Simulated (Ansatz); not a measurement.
**Pressure series in hypothetical P-6m2 Ti2InB2**

The parent structure is Ti2InB2 (space group P-6m2, No. 187; a = 3.082 Å, c = 7.936 Å; a hypothetical phase, not in the database extracts checked).

Cell and atoms are relaxed at each pressure.

All numbers come from DFT with PBE, PAW potentials and a 420 eV plane-wave cutoff in Ansatz (an electronic-structure program), no spin-orbit coupling.

| pressure (GPa) | volume per atom (Å³/atom) |
|---|---|
| -2 | 13.245 |
| 0 | 13.057 |
| 0.3 | ? |
| 0.7 | 12.995 |
| 1.5 | 12.926 |
| 3 | 12.801 |
| 5 | 12.645 |
| 7.5 | 12.463 |
| 10 | 12.294 |

### Question
Fit the third-order Birch–Murnaghan form P(V) = (3B₀/2)[(V₀/V)^(7/3) − (V₀/V)^(5/3)]·[1 + (3/4)(B₀′ − 4)((V₀/V)^(2/3) − 1)] (squares taken in P) to the rows shown and predict the withheld row.

### Answer
Least squares on the printed values gives V₀ = 13.057 Å³/atom, B₀ = 145 GPa, B₀′ = 4.5; this predicts 13.030 Å³/atom, and the run gives 13.031 Å³/atom, in agreement.

Load acts through the strain it causes; cell and atoms are relaxed under it. Stability against distortions was not tested. No other phases were tried under pressure. The final runs are not spin-polarised. An odd electron count without spin: Ti2InB2.
